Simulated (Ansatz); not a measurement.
The starting structures come from a database of crystals and need not be the phases stable at ambient conditions.

 Where the default PAW files enter, the runs use the earlier of Ansatz's two default sets.

Input:

```yaml
crystal:
  lattice:
    - [3.98077, 0.00000, 0.00000]
    - [0.00000, 8.60094, 0.00000]
    - [0.00000, 0.00000, 3.98077]
  atoms:
    - { symbol: Ca, position: [0.50000, 0.86165, 0.00000] }
    - { symbol: Ca, position: [0.00000, 0.13835, 0.50000] }
    - { symbol: H, position: [0.50000, 0.00000, 0.50000] }
    - { symbol: H, position: [0.00000, 0.00000, 0.00000] }
    - { symbol: I, position: [0.50000, 0.32025, 0.00000] }
    - { symbol: I, position: [0.00000, 0.67975, 0.50000] }
```

Space group of this cell: P4/nmm. The cell was relaxed by PBE-D3(BJ); by r2SCAN its mean pressure is 1.6 GPa.

Transport runs along the normal of the first two printed cell vectors, the (100) plane of the conventional cell.

The gap is the functional's own. No spin-orbit coupling. Mid-gap values are interpolated on the energy grid.

Task: Predict the band gap and the smallest decay constant κ at mid-gap from r2SCAN (Ansatz, a first-principles code).

Result: Gap 3.57 eV on a 8×4×8 mesh; κ = 0.289 1/Å, at (0.000, 0.500) of the in-plane reciprocal vectors. At the zone centre, at the nearest computed energy, the slowest state has κ = 0.30 1/Å.
